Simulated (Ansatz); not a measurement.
Here is the system:

End structure of a constructed model of the (111) surface of fcc Pt, a pseudomorphic layer of Cu in the other hollow (bottom of the slab: a bare face, its two planes held):

```yaml
crystal:
  lattice:
    - [2.80721, 0.00000, 0.00000]
    - [-1.40361, 2.43112, 0.00000]
    - [0.00000, 0.00000, 30.00000]
  atoms:
    - { symbol: Pt, position: [0.33333, 0.66667, 0.27094] }
    - { symbol: Pt, position: [0.66667, 0.33333, 0.34734] }
    - { symbol: Pt, position: [0.00000, 0.00000, 0.42345] }
    - { symbol: Pt, position: [0.33333, 0.66667, 0.49964] }
    - { symbol: Pt, position: [0.66667, 0.33333, 0.57611] }
    - { symbol: Pt, position: [0.00000, 0.00000, 0.65415] }
    - { symbol: Cu, position: [0.66667, 0.33333, 0.72343] }
```

Model: 7-atom slab, 13.7 Å thick at the start, 15x15x1 mesh, Fermi-Dirac 0.1 eV, dipole correction, 2 atoms held, the rest relaxed; held to the start's symmetry, so lower structures may exist; no spin, no spin-orbit, no U. In PBE it lies 0.04 eV a 1x1 cell over the lowest computed structure of the same composition (a pseudomorphic layer of Cu in the host's stacking).

### Question
What is the computed work function of the top face (PBE run with Ansatz, a first-principles code)?

### Answer
4.68 eV
